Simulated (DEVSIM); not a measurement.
System: Au/SiO2/p-Si capacitor, at 250 K.

Layer 1 from the left is SiO2, thickness (nm) 3.30. Layer 2 from the left is Si, thickness (nm) 8200, Na (cm⁻³) 4.9e15.

Metal gate on the left, work function 5.1 eV. Fixed charge at the semiconductor interface 3.2e10 cm⁻² (in units of +e); no interface traps.

The device is made up for the run: typed textbook-type constants, with dimensions and the other settings drawn at random. Values at 300 K; Nc and Nv go as T^1.5, mobilities as T to minus their exponent, the gap by Varshni's rule with the affinity fixed.

SiO2: gap (eV) 9, affinity (eV) 0.9, permittivity 3.9. Si: gap (eV) 1.124, affinity (eV) 4.05, permittivity 11.7, Nc (cm⁻³) 2.86e19, Nv (cm⁻³) 3.1e19, Varshni α (eV/K) 0.000473, Varshni β (K) 636.

Question: Estimate by hand the flat-band voltage, the threshold voltage, and compare with a numerical solution.

Answer: 
- Flat-band voltage: C = 1.05 μF/cm², work-function difference 0.097 V; VFB = φms − qNf/C = 0.09 V; numerical 0.09 V.
- Threshold voltage: φF = 0.386 V, depletion charge √(4εqNφF) = 3.54e-8 C/cm²; VT = VFB + 2φF + Qd/C = 0.90 V; numerical 0.90 V.

Model (solved in DEVSIM): 1D Poisson equation in equilibrium, Boltzmann statistics, complete ionisation; no quantum confinement or tunnelling. Metal contacts follow the ideal Schottky-Mott rule: no Fermi-level pinning, no interface dipoles.
